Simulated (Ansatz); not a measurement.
**TiAl, response to strain**

The reference is TiAl (space group P4/mmm, No. 123; a = 2.813 Å, c = 4.062 Å; relaxed with 0.1 eV smearing).

Strains are applied to the cell and any free atomic positions relax.

All numbers come from r2SCAN (Ansatz, a quantum-chemistry and plane-wave program, PAW, spin-orbit coupling left out).

Notes on the quantities. pressure: mean of the normal stresses, compression positive.

| isotropic strain (%) | pressure (GPa) |
|---|---|
| 0 | 0.0 |
| 0.5 | -1.8 |
| 1 | -3.4 |
| 1.5 | -4.9 |
| 2 | ? |
| 2.5 | -7.7 |
| 3 | -9.0 |

**Question.** Fit P = P₀ − Bδ + Cδ² with δ = (1 + ε)³ − 1 to the rows shown and predict the withheld row.

**Answer.** Least squares on the printed values gives P₀ = 0.0 GPa, B = 117 GPa (at held cell shape), C = 226 GPa (largest residual 0.0 GPa); this predicts -6.4 GPa, and the run gives -6.4 GPa, in agreement.

No phonon test of stability was made. All final runs are without spin polarisation.
